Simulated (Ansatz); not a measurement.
# Band gap of SiSe₂ (model structure, started from the SiS2 type, Ibam, No. 72, 6 atoms in the cell) at several levels of theory

No measured value is used here.

```csv
level (code),value (eV),cell (Å³/atom)
PBE (Ansatz),2.20,36.47
PBEsol (Ansatz),1.66,28.59
PBE-D3(BJ) (Ansatz),1.48,27.03
```

Computed values are for a static lattice. Levels without +SOC have no spin–orbit coupling; where heavier elements are present it shifts gaps, mostly down, and can invert bands.  PBE, PBEsol, PBE-D3(BJ): the gap is read on the k mesh or supercell of the run alone and can be too large. Each level is taken at its own relaxed cell. Ansatz's density-functional and Hartree–Fock values are scalar-relativistic unless marked +SOC, with PAW data made under PBE.

A model structure was made by putting elements into a prototype or built by hand; here it ended with the formula and space group of a phase in our tables.

Ansatz is a first-principles code.
